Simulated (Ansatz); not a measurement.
The parent structure is InP (space group Pm-3n, No. 223; a = 7.334 Å; a hypothetical phase, not in the database extracts checked). Axes: x, y, z lie along the cube axes.

Level of theory: DFT with PBE, PAW potentials and a 420 eV plane-wave cutoff in Ansatz (a program for electronic structure), no spin-orbit coupling.

For the base:

| Quantity | Value |
|---|---|
| Valence-band top at Γ | 0.00, 0.00, 0.00 eV |
| Band gap | 0.50 eV |
| Electron mass | 0.045 mₑ (at Γ) |

Perturbation: tensor shear ε_yz = +0.72 % (engineering shear γ = 0.0144); the atoms relax in the strained cell.

Problem. Estimate the effect on the valence-band top at Γ.

Solution. The valence-band top at Γ (three highest levels, from the VBM) becomes 0.00, -0.03, -0.05 eV (base: 0.00, 0.00, 0.00 eV).

Problem. Predict the new band gap.

Solution. The band gap shrinks by 0.03 eV to 0.47 eV.

Problem. What happens to the electron mass?

Solution. The electron mass stays 0.045 mₑ (at Γ).

Masses are band curvatures over ±0.01 Å⁻¹ around the edge. Gaps are read on the SCF mesh and a high-symmetry path. No phonon test of stability was made.
